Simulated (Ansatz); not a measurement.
V_Si+N_C in 4H silicon carbide: one set of geometries, relaxed with PBE, evaluated in Ansatz (PAW, plane waves to 420 eV, 500 eV under r2SCAN) with PBE, r2SCAN.

Cell and caveats: 96-site cell; 2×2×2 shifted k-points; start: the Si(k) site; C(k) 1.90 Å away, along c; charged states image-corrected; corrections pass 1 eV, so highly charged states may be off by several tenths; relaxed from one start, so a lower configuration may exist; flagged in the runs: a host whose relaxation on this sampling wasn't shown to rest, a strain field that reaches the edge of the cell.

```csv
quantity,PBE,r2SCAN
host gap (eV),2.23,…
ε(0/−1) above the VBM (eV),0.83,…
"neutral formation energy against graphite, N2 molecule in a box, silicon (eV)",4.72,…
largest moment on one atom at charge 0 (μB),0.35,…
largest moment on one atom at charge −1 (μB),0.29,…
```

**Question.** Given the lower rungs, what does r2SCAN give?

**Answer.** 
- host gap (eV), r2SCAN: 2.59
- ε(0/−1) above the VBM (eV), r2SCAN: 1.13
- neutral formation energy against graphite, N2 molecule in a box, silicon (eV), r2SCAN: 4.55
- largest moment on one atom at charge 0 (μB), r2SCAN: 0.40
- largest moment on one atom at charge −1 (μB), r2SCAN: 0.33

Ansatz is an electronic-structure program.
